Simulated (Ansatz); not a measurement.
Ansatz (a program for electronic structure) run on IrRh₃ (I4/mmm, 4 atoms in the cell): zone-centre phonon calculation.

Method: LDA (PW92), PAW files made with PBE (plane waves; Ansatz).

```
IrRh3
1.0
   -1.90678     1.90678     3.81948
    1.90678    -1.90678     3.81948
    1.90678     1.90678    -3.81948
Ir Rh
1 3
Direct
  0.00000   0.00000   0.00000
  0.75000   0.25000   0.50000
  0.25000   0.75000   0.50000
  0.50000   0.50000   0.00000
```

Reference input (self-consistent single point, DFT, LDA (PW92), plane waves, PAW files made with PBE): kpoints.mp_grid.grid = 10 10 10; hamiltonian.xc = lda; hamiltonian.pseudopotentials = {kind: paw} (the program's default PAW files); scf.occupations.method = gaussian; scf.occupations.width = 0.136 eV. This run's input differs from it in these lines:

```diff
@@ -17,6 +17,4 @@
   occupations: { method: gaussian, width: 0.136 }
-output:
-  forces: true
-  eigenvalues: true
-  stress: true
+phonons:
+  method: dfpt
```

The program printed (abridged):

```
SCF iter   1: F=—  HF=-30504.166099 eV  |F-HF|=—  |Δ(HF+E_count)|=         —  Δρ=1.57e-1  dr2=1.96e1  ethr=3.10e-3  ⟨swp⟩=5.0  Hψ=22121  notcnv=0
all-band conjugate gradients solve this SCF's bands
preconditioner: auto → Kerker (q_TF=auto, 2.822 Å⁻¹)
SCF iter   2: F=—  HF=-30501.292924 eV  |F-HF|=—  |Δ(HF+E_count)|=    2.87e0  Δρ=6.97e-2  dr2=4.05e0  ethr=3.10e-3  ⟨swp⟩=2.1  Hψ=12518  notcnv=0  defer=164
   [... lines left out ...]
SCF iter   9: F=—  HF=-30500.636941 eV  |F-HF|=—  |Δ(HF+E_count)|=   1.01e-8  Δρ=3.66e-6  dr2=1.30e-8  ethr=6.26e-11  ⟨swp⟩=2.0  Hψ=9921  notcnv=0  defer=139
SCF iter  10: F=—  HF=-30500.636941 eV  |F-HF|=—  |Δ(HF+E_count)|=   1.72e-9  Δρ=4.61e-7  dr2=1.36e-10  ethr=1.91e-11  ⟨swp⟩=1.0  Hψ=6884  notcnv=0  defer=139
SCF iter  11: F=—  HF=-30500.636941 eV  |F-HF|=—  |Δ(HF+E_count)|=  2.91e-11  Δρ=1.47e-7  dr2=1.72e-11  ethr=1.00e-12  ⟨swp⟩=10.1  Hψ=31496  notcnv=0
SCF iter  12: F=-30500.636941 eV  HF=-30500.636941 eV  |F-HF|=0.00e0  |Δ(HF+E_count)|=  1.09e-11  Δρ=3.52e-8  dr2=6.18e-13  ethr=1.00e-12  ⟨swp⟩=4.8  Hψ=25158  notcnv=0
SCF 1 converged in 12 iterations: F = -30500.636941 eV  dr2 = 6.18e-13
DFPT response loops at Γ: preconditioner auto → Kerker (q_TF=auto, 2.822 Å⁻¹) (partly filled bands, converged f_vac=0.000) …
Free energy (F): -30500.636941 eV
Internal energy: -30500.594047 eV  (E = F + TS)
E sigma→0 (E₀):  -30500.615494 eV
Entropy (-TS):   -0.042894 eV (-10.724 meV/atom)
Fermi energy:    22.826618 eV
--- Phonons (Γ-DFPT): 6 representative perturbations + reference, on 171 of 1000 k-points (Σ response iterations 18) ---
  k mesh reduced under 4 symmetry operations, with k and −k counted as one. Each operation leaves every solved displacement unchanged or reverses it
  ASR residual: 1.379e-4 → 0.000e0 eV/Å²; symmetrization residual: 1.356e-5 eV/Å²
  ASR residual per site (eV/Å²): 9.66e-5 1.15e-4 1.15e-4 1.38e-4
  Γ frequencies (cm⁻¹): 0.00 0.00 0.00 151.62 151.62 156.15 184.92 191.91 191.91 197.23 197.23 211.25
  non-analytic LO–TO correction: not included (Born effective charges unavailable; polar crystals: no LO–TO splitting at Γ)
```

The run converged in 12 iterations. 

Summary of the result:
- Free energy E − TS (on the zero of these files): -30500.6369 eV
- Fermi level (on the code's own zero): 22.83 eV
- Zone-centre frequencies (cm⁻¹; negative means imaginary): 0, 0, 0, 152, 152, 156, 185, 192, 192, 197, 197, 211

The starting cell comes from a database of computed structures (which also holds hypothetical and non-ambient phases and stackings), without a prior relaxation at this level. Spin polarisation is off.

Cost on one core of a shared machine: roughly 3 min.

Keys are those of Ansatz 0.2.
